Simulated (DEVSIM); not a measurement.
System: abrupt Si n-p junction, at 300 K.

```
layer (left to right)  material  thickness (μm)  Nd (cm⁻³)  Na (cm⁻³)  τn (s)  τp (s)
---------------------  --------  --------------  ---------  ---------  ------  ------
1                            Si            12.0     1.5e17          -  1.5e-5  1.5e-5
2                            Si             180          -       3e15  1.5e-5  1.5e-5
```

Left contact: ohmic. Right contact: ohmic. Voltage is applied to the left contact. Recombination: SRH at mid-gap, radiative, Auger. Mobility is constant in doping.

The device is made up for the run: typed textbook-type constants, with dimensions and the other settings drawn at random. Values at 300 K.

```csv
parameter,Si
gap (eV),1.124
affinity (eV),4.05
permittivity,11.7
Nc (cm⁻³),2.86e19
Nv (cm⁻³),3.1e19
μn (cm²/Vs),1417
μp (cm²/Vs),470
B (cm³/s),4.7e-15
Cn (cm⁶/s),2.8e-31
Cp (cm⁶/s),9.9e-32
```

DEVSIM, 1D drift-diffusion, Boltzmann statistics, complete ionisation; no tunnelling, impact ionisation, image-force lowering or self-heating.

### Question
Tabulate band edges, carrier densities and field at -0.9 V on the left contact.

### Answer
Energies count from the Fermi level of the right contact; mesh points crowd at the junctions.

| x (μm) | Ec (eV) | Ev (eV) | n (cm⁻³) | p (cm⁻³) | field (V/cm) |
|---|---|---|---|---|---|
| 0.000 | 1.036 | -0.088 | 1.5e17 | 770 | ≈ 0 |
| 0.05425 | 1.036 | -0.088 | 1.5e17 | 1.8e13 | ≈ 0 |
| 0.2412 | 1.036 | -0.088 | 1.5e17 | 8.1e13 | ≈ 0 |
| 0.8385 | 1.036 | -0.088 | 1.5e17 | 2.8e14 | ≈ 0 |
| 4.187 | 1.035 | -0.089 | 1.5e17 | 1.4e15 | ≈ 0 |
| 9.459 | 1.034 | -0.090 | 1.5e17 | 3.1e15 | ≈ 0 |
| 11.23 | 1.034 | -0.090 | 1.5e17 | 3.6e15 | ≈ 0 |
| 11.86 | 1.034 | -0.090 | 1.5e17 | 3.8e15 | ≈ 0 |
| 11.98 | 1.036 | -0.088 | 1.4e17 | 4.2e15 | 2200 |
| 12.02 | 1.071 | -0.053 | 3.7e16 | 1.6e16 | 6900 |
| 12.11 | 1.083 | -0.041 | 2.3e16 | 2.6e16 | 38 |
| 12.63 | 1.083 | -0.041 | 2.3e16 | 2.6e16 | ≈ 0 |
| 14.11 | 1.082 | -0.042 | 2.3e16 | 2.6e16 | ≈ 0 |
| 18.96 | 1.080 | -0.044 | 2.2e16 | 2.5e16 | ≈ 0 |
| 47.70 | 1.065 | -0.059 | 1.9e16 | 2.2e16 | ≈ 0 |
| 121.5 | 1.013 | -0.111 | 1.1e16 | 1.4e16 | ≈ 0 |
| 170.4 | 0.951 | -0.173 | 4.9e15 | 7.9e15 | -18 |
| 185.7 | 0.915 | -0.209 | 2.0e15 | 5.0e15 | -33 |
| 190.7 | 0.893 | -0.231 | 5.5e14 | 3.5e15 | -57 |
| 191.6 | 0.888 | -0.236 | 1.8e14 | 3.2e15 | -70 |
| 191.9 | 0.886 | -0.238 | 4.5e13 | 3.0e15 | -75 |
| 192.0 | 0.885 | -0.239 | 39000 | 3.0e15 | -76 |
